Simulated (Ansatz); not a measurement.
Data:

```
CELL_PARAMETERS angstrom
      3.20684     0.00000     0.00000
      0.00000     3.20684     0.00000
      0.00000     0.00000     3.20684
ATOMIC_POSITIONS crystal
  Zn 0.50000 0.50000 0.50000
  Au 0.00000 0.00000 0.00000
```

No spin polarisation.

All numbers come from Ansatz (an electronic-structure program) PBEsol, no SOC. k-mesh 18×18×18 (Γ-centred); smearing 0.1 eV (Fermi–Dirac).

Question: Predict the band gap, pressure and space group.

Answer: Band gap: zero
Pressure: -8.6 GPa
Space group: Pm-3m (No. 221)

The cells carry an imposed strain or load. No phonon test of stability was made. The cell was made from ZnAu in the CsCl type structure (space group Pm-3m, No. 221) by this change: isotropic strain +2.50 %.
